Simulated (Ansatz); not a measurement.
A self-consistent single point of YZnCuP2 (P3m1, 5 atoms in the cell) with Ansatz (an electronic-structure program).

Method: LDA (PW92), default PAW files made with PBE (plane waves; Ansatz).

```
CELL_PARAMETERS angstrom
      3.97527     0.00000     0.00000
     -1.98763     3.44268     0.00000
      0.00000     0.00000     6.56420
ATOMIC_POSITIONS crystal
  Y  0.33333 0.66667 0.99216
  Zn 0.00000 0.00000 0.37651
  Cu 0.66667 0.33333 0.63951
  P  0.66667 0.33333 0.25670
  P  0.00000 0.00000 0.74274
```

Reference input (self-consistent single point, DFT, LDA (PW92), plane waves, default PAW files made with PBE): basis.ecutwfc = 420 eV; kpoints.mp_grid.grid = 7 7 4; hamiltonian.xc = lda; hamiltonian.pseudopotentials = {kind: paw} (the program's default PAW files); scf.occupations.method = gaussian; scf.occupations.width = 0.1 eV. This run's input differs from it in these lines:

Ansatz 0.2 input:
```diff
@@ -13,3 +13,3 @@
 basis:
-  ecutwfc: 420.0
+  ecutwfc: 565.0
 kpoints:
```

Output, abridged:

```
SCF iter   1: F=—  HF=-15003.468196 eV  |F-HF|=—  |Δ(HF+E_count)|=         —  Δρ=8.56e-3  dr2=3.51e-2  ethr=1.77e-3  ⟨swp⟩=6.5  Hψ=4049  notcnv=0
all-band conjugate gradients solve this SCF's bands
preconditioner: auto → Resta (q_TF=auto, 2.491 Å⁻¹)
SCF iter   2: F=—  HF=-15003.460005 eV  |F-HF|=—  |Δ(HF+E_count)|=   8.19e-3  Δρ=3.04e-3  dr2=8.90e-3  ethr=6.74e-5  ⟨swp⟩=2.0  Hψ=1938  notcnv=0  defer=13
   [... lines left out ...]
SCF iter   5: F=—  HF=-15003.457520 eV  |F-HF|=—  |Δ(HF+E_count)|=   7.23e-6  Δρ=2.17e-4  dr2=2.84e-5  ethr=1.01e-7  ⟨swp⟩=2.0  Hψ=1364  notcnv=0  defer=13
SCF iter   6: F=—  HF=-15003.457505 eV  |F-HF|=—  |Δ(HF+E_count)|=   1.51e-5  Δρ=2.58e-5  dr2=1.43e-6  ethr=5.46e-8  ⟨swp⟩=2.0  Hψ=1306  notcnv=0  defer=13
SCF iter   7: F=—  HF=-15003.457505 eV  |F-HF|=—  |Δ(HF+E_count)|=   1.67e-7  Δρ=1.45e-5  dr2=1.77e-7  ethr=2.75e-9  ⟨swp⟩=2.0  Hψ=1556  notcnv=0  defer=13
SCF iter   8: F=-15003.457505 eV  HF=-15003.457505 eV  |F-HF|=1.85e-9  |Δ(HF+E_count)|=   1.56e-8  Δρ=2.96e-6  dr2=1.16e-8  ethr=1.92e-10  ⟨swp⟩=9.5  Hψ=4068  notcnv=0
SCF 1 converged in 8 iterations: F = -15003.457505 eV  dr2 = 1.16e-8
Free energy (F): -15003.457505 eV
Internal energy: -15003.455614 eV  (E = F + TS)
E sigma→0 (E₀):  -15003.456560 eV
Entropy (-TS):   -0.001891 eV (-0.378 meV/atom)
Fermi energy:    10.816793 eV
--- Forces (eV/Å), atoms counted from 1 ---
  atom   1  Y      0.00000000    -0.00000000    -0.46481064
  atom   2  Zn     0.00000000     0.00000000     0.11125530
  atom   3  Cu    -0.00000000     0.00000000     0.17496499
  atom   4  P     -0.00000000    -0.00000000     0.15713565
  atom   5  P      0.00000000     0.00000000     0.02142634
--- Stress (GPa, compression-positive) ---
       -7.176335      -0.000000      -0.000000
       -0.000000      -7.176335       0.000000
       -0.000000       0.000000      -7.452731
  P = ⅓ Tr σ = -7.2685 GPa (-72.685 kbar)
  The stress holds the Pulay correction. Without it, at fixed plane waves, as pw.x and ABINIT print it: P = -7.2772 GPa
```

The run converged in 8 iterations. Against the reference run the free energy drops by 1.0 meV/atom, the pressure hardly changes (-7.26 to -7.27 GPa) and the largest force stays at 0.465 eV/Å.

The starting cell comes from a database of computed structures (which also holds hypothetical and non-ambient phases and stackings), without a prior relaxation at this level. Its lattice was rescaled by up to half a per cent. One atom was moved a little off its site on purpose. Spin polarisation is off. Ansatz's pressure includes its estimate of the finite-basis (Pulay) stress.
